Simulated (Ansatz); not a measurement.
**How far to go with the plane-wave cutoff: LuFe2B2 (I4mm, 5 atoms in the cell)**

```yaml
crystal:
  lattice:
    - [-1.71407, 1.71407, 4.63813]
    - [1.71407, -1.71407, 4.63813]
    - [1.71407, 1.71407, -4.63813]
  atoms:
    - { symbol: Lu, position: [0.00539, 0.00539, 0.00000] }
    - { symbol: Fe, position: [0.75000, 0.25000, 0.50000], spin: 4.0 }
    - { symbol: Fe, position: [0.25000, 0.75000, 0.50000], spin: 4.0 }
    - { symbol: B, position: [0.60630, 0.60630, 0.00000] }
    - { symbol: B, position: [0.39370, 0.39370, 0.00000] }
```
(The spins are starting values, not results.)

Method: PBEsol, default PAW files made with PBE (plane waves; Ansatz, a first-principles code).

Base settings: basis.ecutwfc = 420 eV; kpoints.mp_grid.grid = 5 5 5; hamiltonian.xc = pbesol; hamiltonian.pseudopotentials = {kind: paw} (the program's default PAW files); magnetization.spin_polarized = true; scf.occupations.method = fermi_dirac; scf.occupations.width = 0.1 eV.

The second cell is the first with its lattice scaled by 0.98.

The mesh stays at the base's, so the ladder's end is converged at best in this setting alone.

The first pressure column holds Ansatz's estimate of the finite-basis (Pulay) stress, which hides part of the cutoff error; the other is without it.

Only quantities that move along the ladder and can be compared are tabulated.

The magnetic state is not the same in all runs (site moments differ, or a search went on to a lower state), so steps between rows are not convergence errors alone.

The count of work is k-points × plane waves × bands × iterations; it is no time. 

The starting cell comes from a database of computed structures (which also holds hypothetical and non-ambient phases and stackings), without a prior relaxation at this level. Its lattice was rescaled by up to half a per cent. One atom was moved a little off its site on purpose. The magnetic order is the one reached from the typed start; others were not searched systematically. In the base run, with a pressure of about -5 GPa the cell is away from its equilibrium volume at this level. Without a gap this mesh is coarse (it stands for a supercell whose shortest vector is 17 Å).

Steps (basis.ecutwfc): 145 eV; 170 eV; 190 eV; 210 eV; 230 eV; 250 eV; 295 eV; 335 eV; 380 eV; 420 eV; 460 eV; 505 eV; 565 eV; 630 eV; 735 eV; 840 eV; 1010 eV.

Problem. What is the coarsest basis.ecutwfc that holds the energy of the compressed cell less the first within 0.5 meV/atom of the last step, with all finer ones?

Solution. 380 eV, at 0.26 of the last step's count of work; the step before is off by 4.1 meV/atom.

Problem. What is the coarsest basis.ecutwfc that holds the pressure within 0.1 GPa of the last step, with all finer ones?

Solution. 380 eV, at 0.26 of the last step's count of work; the step before is off by 0.64 GPa.

Problem. What is the coarsest basis.ecutwfc that holds the forces within 0.005 eV/Å of the last step, with all finer ones?

Solution. 380 eV, at 0.26 of the last step's count of work; the step before is off by 0.044 eV/Å.

```tsv
basis.ecutwfc	free energy less the last step's (meV/atom)	energy of the compressed cell less the first (meV/atom)	pressure (GPa)	pressure without the Pulay estimate (GPa)	largest difference of a force vector from the last step's (eV/Å)	count of work / last
145 eV	49306.71	-24.18	38.15	-2326.48	6.984	0.046
170 eV	21756.88	-256.24	-19.79	-1179.70	1.519	0.089
190 eV	11428.40	-113.98	-13.59	-696.86	0.487	0.072
210 eV	6065.49	-78.40	-7.57	-417.25	0.497	0.097
230 eV	3069.50	31.31	-1.65	-237.83	0.079	0.11
250 eV	1522.45	20.44	4.06	-132.24	0.331	0.12
295 eV	262.63	19.80	-1.14	-33.12	0.214	0.15
335 eV	43.98	10.04	-4.14	-10.81	0.044	0.20
380 eV	5.91	6.30	-4.74	-5.57	0.004	0.26
420 eV	2.11	5.98	-4.78	-4.92	0.000	0.29
460 eV	1.25	5.97	-4.78	-4.85	0.001	0.30
505 eV	0.74	5.97	-4.78	-4.82	0.000	0.32
565 eV	0.44	5.96	-4.78	-4.80	0.000	0.41
630 eV	0.28	5.95	-4.79	-4.80	0.000	0.53
735 eV	0.10	5.94	-4.79	-4.80	0.000	0.66
840 eV	0.05	5.93	-4.79	-4.79	0.000	0.76
1010 eV	0.00	5.93	-4.79	-4.79	0.000	1.0
```

The energy difference between the two cells stays within 1 meV/atom of the last step's from 380 eV on, the total only from 505 eV on: much of the error is common to both cells and cancels.

At the lowest cutoff the pressure without the Pulay estimate lies 2320 GPa under the last step's, the usual sign of Pulay stress in an incomplete plane-wave basis.

Keys are those of Ansatz 0.2.
